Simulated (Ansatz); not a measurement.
## Effect of biaxial strain +3.00 %, plane normal [001], relaxed out of plane on W

The parent structure is W in the bcc (W type) structure (space group Im-3m, No. 229; a = 3.1353 Å; relaxed with 0.1 eV smearing). Axes: x, y, z lie along the cube axes.

Modification: biaxial strain +3.00 %, plane normal [001], relaxed out of plane (Cartesian); in-plane vectors clamped, the third vector and the atoms free.

Computed with Kohn–Sham DFT with the LDA functional, run in Ansatz (a first-principles code) with PAW and 420 eV plane waves, scalar-relativistic without spin-orbit coupling. Settings: 29×29×29 k-points, 0.1 eV Fermi–Dirac smearing.

Volume per atom: 15.99 Å³ (base 15.41 Å³)
Space group: I4/mmm (No. 139) (base Im-3m (No. 229))
Shortest interatomic distance: 2.751 Å (base 2.715 Å)
Energy relative to the base (free energy F): +50 meV/atom
Pressure (mean of the normal stresses, compression positive): -11.0 GPa (base 0.0 GPa)
Band gap: zero (base zero)
Out-of-plane strain: -2.19 %
Ratio −ε⊥/ε∥: 0.73
Mean in-plane stress (compression positive): -16.6 GPa

No phonon test of stability was made. The final runs are not spin-polarised.
